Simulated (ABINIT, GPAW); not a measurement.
An ABINIT input for a self-consistent single point of Fe (Im-3m, 1 atom in the cell) (DFT, PBEsol, plane waves, PAW (JTH v2.0 PBE PAW, files made for PBE)):

```
# Fe, JTH v2.0 PBE PAW
pp_dirpath "./"
pseudos "Fe.GGA_PBE-JTH.xml"
acell 3*1.0
rprim
        -2.7117569888    2.7117569888    2.7117569888
         2.7117569888   -2.7117569888    2.7117569888
         2.7117569888    2.7117569888   -2.7117569888
natom 1
ntypat 1
znucl 26
typat 1
xred    0.0000000000    0.0000000000    0.0000000000
ecut 30
pawecutdg 60
pawxcdev 0
ixc -116133
nsppol 2
spinat 0 0 2.5
occopt 3
tsmear 0.1 eV
nband 15
kptopt 1
ngkpt 11 11 11
nshiftk 1
shiftk 0 0 0
nstep 60
tolvrs 1.0e-10
prtwf 0
prtden 0
```

Task: Give the GPAW input for the same structure, mesh, smearing and functional.

Result: One input that does it (others would too):

```python
from ase import Atoms
from ase.units import GPa
from gpaw import GPAW, PW, FermiDirac

atoms = Atoms(['Fe'],
              cell=[[-1.435000, 1.435000, 1.435000],
                    [1.435000, -1.435000, 1.435000],
                    [1.435000, 1.435000, -1.435000]],
              positions=[[0.000000, 0.000000, 0.000000]],
              pbc=True)

atoms.set_initial_magnetic_moments([2.5])

calc = GPAW(spinpol=True,
            mode=PW(800),
            xc='PBEsol',
            kpts=(11, 11, 11),
            occupations=FermiDirac(0.1),
            nbands=-5,
            convergence={'forces': 0.001},
            symmetry={'symmorphic': False, 'tolerance': 0.0005},
            maxiter=150,
            txt='-')

atoms.calc = calc

energy = atoms.get_potential_energy()
print('Energy (eV):', round(energy, 6))
forces = atoms.get_forces()
print('Forces (eV/Ang):')
print(forces.round(5))
stress = atoms.get_stress()
print('Stress (GPa, Voigt):', (stress / GPa).round(4))
```

Basis settings and potentials, where a program has them, do not carry over. This input uses DFT PBEsol, plane waves, GPAW PAW datasets PBEsol (made by gpaw-setup). Both were run: pressure -15.98 GPa in ABINIT and -13.62 in GPAW; size of the net moment 2.26 μB/atom in ABINIT and 2.26 in GPAW.

On GPAW: the starting cell has typed, rounded lattice constants, without a prior relaxation at this level. With one magnetic atom in the cell only a parallel order is possible. With a pressure of about -14 GPa the cell is away from its equilibrium volume at this level.

On ABINIT: the starting cell has typed, rounded lattice constants, without a prior relaxation at this level. With one magnetic atom in the cell only a parallel order is possible. The potentials were made for another functional than the one used. With a pressure of about -16 GPa the cell is away from its equilibrium volume at this level.
